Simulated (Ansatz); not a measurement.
HfO2: isotropic strain +3.00 %

Start from HfO2 in the fluorite structure (space group Fm-3m, No. 225; a = 5.001 Å).

Modification: an isotropic linear strain of +3.00 %, atoms relaxed at fixed cell.

Calculations: LDA (Ansatz, a program for electronic structure, PAW, scalar-relativistic without spin-orbit coupling). Settings: 11×11×11 k-points, 0.05 eV Fermi–Dirac smearing.

```json
[
 {"quantity": "volume per atom", "base": "10.42 Å³", "changed": "11.39 Å³", "shift": "+0.97 Å³"},
 {"quantity": "space group", "base": "Fm-3m (No. 225)", "changed": "Fm-3m (No. 225)", "shift": "–"},
 {"quantity": "shortest interatomic distance", "base": "2.166 Å", "changed": "2.230 Å", "shift": "+0.0650 Å"},
 {"quantity": "energy relative to the base (free energy F)", "base": "0 meV/atom", "changed": "+68 meV/atom", "shift": "+68 meV/atom"},
 {"quantity": "band gap (an upper bound: an edge found on the path is not a true extremum; the changed cell)", "base": "3.66 eV", "changed": "3.46 eV", "shift": "-0.20 eV"}
]
```

Cost of the whole job for the changed cell (relaxation, final SCF and bands): very roughly 8 core-seconds.

Spin-orbit coupling, missing from the scalar runs, can matter with Hf. No phonon test of stability was made. This is not the structure that HfO2 has at room temperature and ambient pressure.
